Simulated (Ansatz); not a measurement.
**SiAs2 (Pbam, No. 55, 24 atoms in the cell; start mp-978553)**

Level of theory: HSE06 (PAW; Ansatz, a first-principles code).

Numerical settings: plane-wave cutoff 460 eV, 2×2×6 k mesh (along the axes of the cell as run), Fermi–Dirac smearing 0.01 eV, scalar-relativistic PAW data made under PBE.

Cell (relaxed with PBE-D3(BJ)):

```xyz
24
Lattice="9.8426 0.0000 0.0000 0.0000 14.5321 0.0000 0.0000 0.0000 3.6739" Properties=species:S:1:pos:R:3 pbc="T T T"
Si     6.8989     3.8381     0.0000
Si     2.9437    10.6940     0.0000
Si     1.9776     3.4279     0.0000
Si     7.8650    11.1041     0.0000
Si     9.0264     2.0075     1.8369
Si     0.8162    12.5246     1.8369
Si     4.1051     5.2585     1.8369
Si     5.7375     9.2735     1.8369
As     5.8671     1.6270     0.0000
As     3.9756    12.9051     0.0000
As     0.9457     5.6390     0.0000
As     8.8969     8.8930     0.0000
As     7.1576     0.5197     1.8369
As     2.6850    14.0123     1.8369
As     2.2363     6.7463     1.8369
As     7.6063     7.7858     1.8369
As     5.5267     5.7957     0.0000
As     4.3159     8.7364     0.0000
As     0.6054     1.4704     0.0000
As     9.2372    13.0617     0.0000
As     8.3730     4.2733     1.8369
As     1.4696    10.2588     1.8369
As     3.4517     2.9928     1.8369
As     6.3909    11.5393     1.8369
```

| Quantity | Value |
|---|---|
| band gap | 1.16 eV (indirect) |
| smallest direct gap on the k points sampled | 1.28 eV |

Note: cell and atoms aren't relaxed at this level (pressure 0.5 GPa).

Spin–orbit coupling is not included.

Computed values are for the static lattice.

Computing time: about 50 core-minutes (a rough figure).

A start named mp-… is a Materials Project structure, which need not be a measured phase.
